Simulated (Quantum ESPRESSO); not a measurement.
Quantum ESPRESSO run on TiAs (P6_3/mmc, 4 atoms in the cell): self-consistent single point.

Method of the run: LDA (PZ), GBRV 1.5 ultrasoft (LDA) pseudopotentials (plane waves; Quantum ESPRESSO).

```
TiAs
1.0
    3.59875     0.00000     0.00000
   -1.79937     3.11661     0.00000
    0.00000     0.00000     6.33191
Ti As
2 2
Direct
  0.66667   0.33333   0.75000
  0.33333   0.66667   0.25000
  0.00000   0.00000   0.50000
  0.00000   0.00000   0.00000
```

Reference input (self-consistent single point, DFT, LDA (PZ), plane waves, GBRV 1.5 ultrasoft (LDA) pseudopotentials): ecutwfc = 50 Ry; ecutrho = 400 Ry; occupations = smearing; smearing = marzari-vanderbilt; degauss = 0.0036749 Ry; potentials = {Ti: ti_lda_v1.4.uspp.F.UPF, As: as_lda_v1.uspp.F.UPF}; K_POINTS = automatic 9 9 4 0 0 0; conv_thr = 1e-11 Ry; mixing_beta = 0.3. This run's input differs from it in these lines:

```diff
@@ -31,3 +31,3 @@
 K_POINTS automatic
-9 9 4  0 0 0
+12 12 6  0 0 0
 CELL_PARAMETERS angstrom
```

Output (repeated stretches shortened):

```
     Self-consistent Calculation

     iteration #  1     ecut=    50.00 Ry     beta= 0.30

     negative rho (up, down):  1.135E-03 0.000E+00

     total energy              =    -318.10698999 Ry
     estimated scf accuracy    <       0.88615785 Ry

     iteration #  2     ecut=    50.00 Ry     beta= 0.30

     negative rho (up, down):  1.015E-03 0.000E+00

     total energy              =    -318.30329307 Ry
     estimated scf accuracy    <       0.07459775 Ry

     iteration #  3     ecut=    50.00 Ry     beta= 0.30

     negative rho (up, down):  7.770E-04 0.000E+00

     total energy              =    -318.30418345 Ry
     estimated scf accuracy    <       0.01641984 Ry

   [... 12 blocks of this kind left out ...]

     iteration # 16     ecut=    50.00 Ry     beta= 0.30

     negative rho (up, down):  7.313E-04 0.000E+00

     total energy              =    -318.31055783 Ry
     estimated scf accuracy    <          6.9E-11 Ry

     iteration # 17     ecut=    50.00 Ry     beta= 0.30
     c_bands:  1 eigenvalues not converged

     negative rho (up, down):  7.313E-04 0.000E+00
     End of self-consistent calculation

     the Fermi energy is    11.1886 ev

!    total energy              =    -318.31055783 Ry
     estimated scf accuracy    <          6.3E-13 Ry
     smearing contrib. (-TS)   =      -0.00003655 Ry
     internal energy E=F+TS    =    -318.31052129 Ry

     convergence has been achieved in  17 iterations

     negative rho (up, down):  7.313E-04 0.000E+00

     Forces acting on atoms (cartesian axes, Ry/au):

     atom    1 type  1   force =     0.00000000    0.00000000    0.00000000
   [... zero for the other atoms too ...]

     Total force =     0.000000     Total SCF correction =     0.000000

     negative rho (up, down):  7.313E-04 0.000E+00
          total   stress  (Ry/bohr**3)                   (kbar)     P=      -74.98
  -0.00050299   0.00000000   0.00000000          -73.99        0.00        0.00
   0.00000000  -0.00050299   0.00000000            0.00      -73.99        0.00
   0.00000000   0.00000000  -0.00052308            0.00        0.00      -76.95

   JOB DONE.
```

The run converged in 17 iterations. Against the reference run the free energy drops by 2.5 meV/atom and the pressure stays near -7.50 GPa while the zz stress (positive for compression) goes from -7.39 to -7.69 GPa. The full log also holds: “c_bands:  1 eigenvalues not converged”.

The starting cell comes from a database of computed structures (which also holds hypothetical and non-ambient phases and stackings), without a prior relaxation at this level. Spin polarisation is off, so a magnetic state, if there is one, cannot be reached. With a pressure of about -7 GPa the cell is away from its equilibrium volume at this level.

Cost on one core of a shared machine: roughly 2 min.
